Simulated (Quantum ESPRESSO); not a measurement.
The steps of a band-structure calculation for Nb5SiSn2 (I4/mcm, 16 atoms in the cell) with Quantum ESPRESSO.

Method: PBEsol, GBRV 1.5 ultrasoft (PBESOL) pseudopotentials (plane waves; Quantum ESPRESSO).

Step 1 (scf):

```fortran
&CONTROL
    calculation = 'scf'
    prefix = 'nb5sisn2'
    outdir = './tmp'
    pseudo_dir = './'
    verbosity = 'high'
    tprnfor = .true.
    tstress = .true.
/
&SYSTEM
    ibrav = 0
    celldm(1) = 14.973249127
    nat = 16
    ntyp = 3
    ecutwfc = 40
    ecutrho = 320
    occupations = 'smearing'
    smearing = 'marzari-vanderbilt'
    degauss = 0.0073499
/
&ELECTRONS
    conv_thr = 1.0d-9
/
ATOMIC_SPECIES
Nb    92.9064  nb_pbesol_v1.uspp.F.UPF
Si    28.0850  si_pbesol_v1.uspp.F.UPF
Sn   118.7100  sn_pbesol_v1.4.uspp.F.UPF
CELL_PARAMETERS {alat}
  -0.669077367     0.669077367     0.323528906
   0.669077367    -0.669077367     0.323528906
   0.669077367     0.669077367    -0.323528906
ATOMIC_POSITIONS {crystal}
Nb    0.569690000    0.710640000    0.280330000
Nb    0.430310000    0.289360000    0.719670000
Nb    0.710640000    0.430310000    0.140950000
Nb    0.289360000    0.569690000    0.859050000
Nb    0.930310000    0.210640000    0.140950000
Nb    0.069690000    0.789360000    0.859050000
Nb    0.789360000    0.930310000    0.719670000
Nb    0.210640000    0.069690000    0.280330000
Nb    0.750000000    0.250000000    0.500000000
Nb    0.250000000    0.750000000    0.500000000
Si    0.750000000    0.750000000    0.000000000
Si    0.250000000    0.250000000    0.000000000
Sn    0.831150000    0.668850000    0.500000000
Sn    0.168850000    0.331150000    0.500000000
Sn    0.668850000    0.168850000    0.837700000
Sn    0.331150000    0.831150000    0.162300000
K_POINTS {automatic}
2 2 2  0 0 0
```

Step 2 (bands):

```fortran
&CONTROL
    calculation = 'bands'
    prefix = 'nb5sisn2'
    outdir = './tmp'
    pseudo_dir = './'
    verbosity = 'high'
/
&SYSTEM
    ibrav = 0
    celldm(1) = 14.973249127
    nat = 16
    ntyp = 3
    ecutwfc = 40
    ecutrho = 320
    occupations = 'smearing'
    smearing = 'marzari-vanderbilt'
    degauss = 0.0073499
    nbnd = 111
/
&ELECTRONS
    conv_thr = 1.0d-9
    startingwfc = 'random'
    diago_thr_init = 1.0d-6
    diagonalization = 'cg'
/
ATOMIC_SPECIES
Nb    92.9064  nb_pbesol_v1.uspp.F.UPF
Si    28.0850  si_pbesol_v1.uspp.F.UPF
Sn   118.7100  sn_pbesol_v1.4.uspp.F.UPF
CELL_PARAMETERS {alat}
  -0.669077367     0.669077367     0.323528906
   0.669077367    -0.669077367     0.323528906
   0.669077367     0.669077367    -0.323528906
ATOMIC_POSITIONS {crystal}
Nb    0.569690000    0.710640000    0.280330000
Nb    0.430310000    0.289360000    0.719670000
Nb    0.710640000    0.430310000    0.140950000
Nb    0.289360000    0.569690000    0.859050000
Nb    0.930310000    0.210640000    0.140950000
Nb    0.069690000    0.789360000    0.859050000
Nb    0.789360000    0.930310000    0.719670000
Nb    0.210640000    0.069690000    0.280330000
Nb    0.750000000    0.250000000    0.500000000
Nb    0.250000000    0.750000000    0.500000000
Si    0.750000000    0.750000000    0.000000000
Si    0.250000000    0.250000000    0.000000000
Sn    0.831150000    0.668850000    0.500000000
Sn    0.168850000    0.331150000    0.500000000
Sn    0.668850000    0.168850000    0.837700000
Sn    0.331150000    0.831150000    0.162300000
K_POINTS {crystal_b}
11
  0.00000000   0.00000000   0.00000000   4  ! G
  0.00000000   0.00000000   0.50000000   4  ! X
 -0.50000000   0.50000000   0.50000000   6  ! M
  0.00000000   0.00000000   0.00000000   8  ! G
  0.30845390   0.30845390  -0.30845390   4  ! Z
  0.25000000   0.25000000   0.25000000   3  ! P
  0.00000000   0.50000000   0.00000000   3  ! N
 -0.30845390   0.69154610   0.30845390   5  ! Z1
 -0.50000000   0.50000000   0.50000000   1  ! M
  0.00000000   0.00000000   0.50000000   6  ! X
  0.25000000   0.25000000   0.25000000   1  ! P
```

Step 3 (bands.x):

```fortran
&BANDS
    prefix = 'nb5sisn2'
    outdir = './tmp'
    filband = 'bands.dat'
    lsym = .false.
/
```

Output of bands (abridged):

```
     Atomic positions and unit cell read from directory:
     ./tmp/nb5sisn2.save/

     Message from routine setup:
     using ibrav=0 with symmetry is DISCOURAGED, use correct ibrav instead
     G-vector sticks info
     --------------------
     sticks:   dense  smooth     PW     G-vecs:    dense   smooth      PW
     Sum        3491    1747    497               188083    66475    9967

     bravais-lattice index     =            0
   [... lines left out ...]
     unit-cell volume          =    1944.7954 (a.u.)^3
   [... lines left out ...]
    16.6678  17.3741  17.3741  17.5495  17.6033  17.9919  18.0666  18.1096
    18.1097  18.3991  18.4905  18.5599  18.5604  18.7520  18.9386

          k = 0.0934 0.0934 0.0000 (  8279 PWs)   bands (ev):

   -38.2390 -38.0954 -38.0745 -38.0734 -38.0517 -38.0069 -38.0019 -38.0018
   -37.9971 -37.8983 -15.4372 -14.4382 -14.4174 -14.4066 -14.3785 -14.3765
   -14.3680 -14.3066 -14.3007 -14.2878 -14.2831 -14.2716 -14.2617 -14.2236
   -14.2173 -14.1432 -14.1354 -14.1074 -14.1066 -14.0779 -14.0718 -14.0627
   -14.0473 -14.0176 -14.0170 -13.9143 -13.8550 -13.8527 -13.8125 -13.2186
    -4.2488  -4.2472  -4.2459  -4.2453  -4.2451  -4.2417  -4.2389  -4.2374
    -4.2358  -4.2189  -4.2098  -4.2086  -4.2077  -4.2066  -4.2013  -4.2002
    -4.1940  -4.1939  -4.1774  -4.1709   6.1318   7.5583   8.2899   9.0782
     9.0883  10.4528  11.2893  11.5897  11.6869  11.9954  13.1287  13.1652
    13.2334  13.2536  13.3870  13.6869  13.6893  13.7094  13.8032  13.8807
    13.9991  14.0293  14.0298  14.4756  14.7084  14.7703  14.8398  15.0093
    15.4828  15.5162  15.8048  15.8567  15.9265  15.9640  16.0594  16.5693
    16.6999  17.2424  17.2926  17.5535  17.5984  17.9999  18.0073  18.1380
    18.1586  18.3453  18.3550  18.5933  18.6270  18.7685  18.8931

   [... 43 blocks of this kind left out ...]
```

Output of bands.x (abridged):

```
     Reading xml data from directory:

     ./tmp/nb5sisn2.save/

     G-vector sticks info
     --------------------
     sticks:   dense  smooth     PW     G-vecs:    dense   smooth      PW
     Sum        3491    1747    497               188083    66475    9967

     Reading collected, re-writing distributed wavefunctions
     high-symmetry point:  0.0000 0.0000 0.0000   x coordinate   0.0000
     high-symmetry point:  0.3736 0.3736 0.0000   x coordinate   0.5284
     high-symmetry point:  0.7473 0.0000 0.0000   x coordinate   1.0568
     high-symmetry point:  0.0000 0.0000 0.0000   x coordinate   1.8041
     high-symmetry point:  0.0000 0.0000 0.9534   x coordinate   2.7575
     high-symmetry point:  0.3736 0.3736 0.7727   x coordinate   3.3160
     high-symmetry point:  0.3736 0.0000 0.7727   x coordinate   3.6896
     high-symmetry point:  0.7473 0.0000 0.5921   x coordinate   4.1047
     high-symmetry point:  0.7473 0.0000 0.0000   x coordinate   4.6967
     high-symmetry point:  0.3736 0.3736 0.0000   x coordinate   5.2252
     high-symmetry point:  0.3736 0.3736 0.7727   x coordinate   5.9979

     Plottable bands (eV) written to file bands.dat.gnu
     Bands written to file bands.dat

   JOB DONE.
```

The starting cell comes from a database of computed structures (which also holds hypothetical and non-ambient phases and stackings), without a prior relaxation at this level. Its lattice was rescaled by a random factor within 2.5 % of one. Spin polarisation is off.
